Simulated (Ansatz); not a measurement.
The starting structures come from a database of crystals and need not be the phases stable at ambient conditions.

By PBEsol, the system below comes out a metal.

Input:

```yaml
crystal:
  lattice:
    - [4.86984, 0.00000, 0.00000]
    - [0.00000, 5.39163, 0.00000]
    - [0.00000, 2.69582, 1.55643]
  atoms:
    - { symbol: Ta, position: [0.25471, 0.33333, 0.00000] }
    - { symbol: Ta, position: [0.74529, 0.66667, 0.00000] }
    - { symbol: N, position: [0.00000, 0.00000, 0.00000] }
```

Space group of this cell: P-3m1, anti-CdI2 type. The cell is taken as given; by PBEsol its mean pressure is -9.2 GPa.

The current flows along the normal of the first two printed cell vectors, the (110) plane of the conventional cell. No spin-orbit coupling; the value is a mean over 0.1 eV about the Fermi level.

Problem. Give the ballistic conductance per area that PBEsol (Ansatz, a program for electronic structure) yields.

Solution. 0.69 × 10¹⁵ S/m² for both spins.
